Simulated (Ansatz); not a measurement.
Consider In-vacancy pair (In on one host Ga site, one Ga site vacant) in wurtzite GaN, charge state -3. All values below come from PBE, PAW (plane waves to 420 eV; Ansatz, an electronic-structure program).

Settings: 72 host sites, the relaxed PBE lattice, one k-point at (0.125, 0.250, 0.250), smearing 0.01 eV, spin-restricted, no image-charge correction. Static, classical nuclei. The charge state is imposed; whether it is stable for some Fermi level was not computed. Forms of the defect that were not tried may lie lower. The start lies 0.13 eV above the lowest site run (PBE).

Barriers: single points on a 2×2×2 k-point mesh shifted by half a step along c at the bands' geometries (they differ from the bands' own by up to 0.06 eV, and are uncertain by about as much).

The step: a nearby Ga atom hops onto the vacant site (In-vacancy distance between ideal sites 3.21 → 5.24 Å); the atom moves 3.09 Å along (-0.33, 0.33, -0.48) of the unit cell; the moving atom starts with neighbours N at 1.86, 2 N at 1.98, N at 2.04 Å and ends with N at 1.87, N at 1.96, 2 N at 2.01 Å.

Problem. What migration barrier of this step does PBE, PAW give?

Solution. 1.74 eV forward and 1.87 eV backward. At the saddle the moving atom has neighbours N at 1.77, N at 1.85 Å. The saddle point's order was not checked, and it lies on a symmetry element of the cell, where a band can be held.
